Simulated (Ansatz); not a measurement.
**Worked sum: reaction energy**

Consider the reaction energy. Reaction: 1/2 MgF2 (rutile) + Li (bcc) → LiF (rock salt) + 1/2 Mg (hcp). A negative value means that the right-hand side lies lower.

LiF (rock salt, Fm-3m), 2 atoms in the cell. Conventional cell: a = b = c = 4.0682 Å, α = β = γ = 90.00°.

MgF2 (rutile, P4₂/mnm), 6 atoms in the cell. Conventional cell: a = b = 4.698 Å, c = 3.093 Å, α = β = γ = 90.00°.

Setting: static, neutral cells in Ansatz (PAW) whose structures rest at the PBE level. Ansatz (an electronic-structure program) runs with its default PAW set. Other levels take these structures. The lattices are those relaxed with PBE, so at other levels the solids can be strained, which adds to the spread. A dispersion term (D3(BJ), or D4 for r2SCAN) was computed beside these levels and is taken off wherever the name lacks it.

Total energies of the cells in eV, at zero smearing width. They compare only within one column; the weights balance every element.

```tsv
cell	atoms	weight	r2SCAN	PBE
LiF (rock salt)	2	+4	-1018.31949	-1016.17076
Mg (hcp)	2	+1	-3852.81142	-3847.60604
MgF2 (rutile)	6	−1	-7103.20006	-7091.11046
Li (bcc)	1	−4	-205.13307	-204.68678
```

r2SCAN: 4 × (-1018.31949) + (-3852.81142) − (-7103.20006) − 4 × (-205.13307) = -2.357 eV; dividing by 4 gives -0.59 eV.

PBE: 4 × (-1016.17076) + (-3847.60604) − (-7091.11046) − 4 × (-204.68678) = -2.431 eV; dividing by 4 gives -0.61 eV.

What follows from the r2SCAN value: Per mole of the reaction as written, -0.589 eV × 96.485 = -56.8 kJ.
